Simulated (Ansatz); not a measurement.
Start from CdS in the zinc blende structure (space group F-43m, No. 216; a = 5.757 Å). Axes: x, y, z lie along the cube axes.

All numbers come from DFT with LDA, PAW potentials and a 420 eV plane-wave cutoff in Ansatz (a quantum-chemistry and plane-wave program), no spin-orbit coupling.

Base values:

- Valence-band top at Γ = 0.00, 0.00, 0.00 eV

One thing is altered: biaxial strain +2.00 %, plane normal [001], relaxed out of plane (Cartesian); in-plane vectors clamped, the third vector and the atoms free.

Question: Predict the new out-of-plane strain, valence-band top at Γ and energy relative to the base.

Answer: The out-of-plane strain is -3.08 %; the valence-band top at Γ (three highest levels, from the VBM) changes from 0.00, 0.00, 0.00 eV to 0.00, -0.15, -0.15 eV; the energy rises by 2.9 meV/atom.

The levels and masses belong to the bands next to the band gap. Whether these cells are dynamically stable was not tested.
